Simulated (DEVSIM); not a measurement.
Device: W/La2O3/p-In0.53Ga0.47As capacitor, at 250 K.

```csv
layer (left to right),material,thickness (nm),Na (cm⁻³)
1,La2O3,2.80,-
2,In0.53Ga0.47As,2700,4.3e16
```

Metal gate on the left, work function 4.6 eV. Fixed charge at the semiconductor interface 3.3e10 cm⁻² (in units of +e); no interface traps.

The device is made up for the run: typed textbook-type constants, with dimensions and the other settings drawn at random. Values at 300 K; Nc and Nv go as T^1.5, mobilities as T to minus their exponent, the gap by Varshni's rule with the affinity fixed.

```
parameter         La2O3  In0.53Ga0.47As
----------------  -----  --------------
gap (eV)            5.8            0.74
affinity (eV)       1.8            4.51
permittivity         27            13.9
Nc (cm⁻³)             -          2.1e17
Nv (cm⁻³)             -          7.7e18
Varshni α (eV/K)      -         0.00035
Varshni β (K)         -             190
```

DEVSIM, 1D Poisson equation in equilibrium, Boltzmann statistics, complete ionisation; no quantum confinement or tunnelling. Metal contacts follow the ideal Schottky-Mott rule: no Fermi-level pinning, no interface dipoles.

The substrate doping was swept, all else fixed.

```json
[
 {"substrate doping (cm^-3)": "2.2e15", "flat-band voltage (V)": "-0.50", "minimum of the low-frequency capacitance (μF/cm²)": "0.0243"},
 {"substrate doping (cm^-3)": "4.3e15", "flat-band voltage (V)": "-0.51", "minimum of the low-frequency capacitance (μF/cm²)": "0.0326"},
 {"substrate doping (cm^-3)": "8.6e15", "flat-band voltage (V)": "-0.52", "minimum of the low-frequency capacitance (μF/cm²)": "0.0442"},
 {"substrate doping (cm^-3)": "2.2e16", "flat-band voltage (V)": "-0.54", "minimum of the low-frequency capacitance (μF/cm²)": "0.0682"},
 {"substrate doping (cm^-3)": "4.3e16", "flat-band voltage (V)": "-0.56", "minimum of the low-frequency capacitance (μF/cm²)": "0.0919"},
 {"substrate doping (cm^-3)": "8.6e16", "flat-band voltage (V)": "-0.57", "minimum of the low-frequency capacitance (μF/cm²)": "0.126"}
]
```

From the first row to the last the flat-band voltage goes from -0.50 to -0.57. From the first row to the last the minimum of the low-frequency capacitance goes from 0.0243 to 0.126.
